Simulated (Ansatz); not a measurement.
We consider AlN (model structure, Fm-3m, No. 225, 6 atoms in the cell), described by G0W0@PBEsol (hard PAW, contour deformation; Ansatz, an electronic-structure program).

The cell is the one relaxed with PBEsol. Conventional cell: a = 4.0453 Å, b = 4.0453 Å, c = 4.0453 Å, α = 90.00°, β = 90.00°, γ = 90.00°.

The quasiparticle gap at Γ at a fixed k mesh 3×3×2:

```
response cutoff           value (eV)
------------------------  ----------
200 eV, 586 empty bands        7.283
250 eV, 819 empty bands        7.296
300 eV, 1076 empty bands       7.303
400 eV, 1657 empty bands       7.312
```

Problem. Taking the value to converge with the response cutoff E as E^(−3/2), extrapolate from the last two rows.

Solution. With y = y∞ + c/w and weights w = 5196 and 8000 for the last two rows, y∞ = (w2 y2 − w1 y1)/(w2 − w1) = (8000 × 7.312 − 5196 × 7.303)/2804 = 7.329 eV, which lies 0.017 beyond the last row. Successive pairs of rows give 7.329, 7.325, 7.329. The limit also hangs on the law assumed, so its last digits aren't firm.

The other settings are not extrapolated, so this is the limit in one setting alone.

A model structure was made by putting elements into a prototype or built by hand; it is no filed structure, need not be a known phase, and can be a saddle point held by its symmetry.
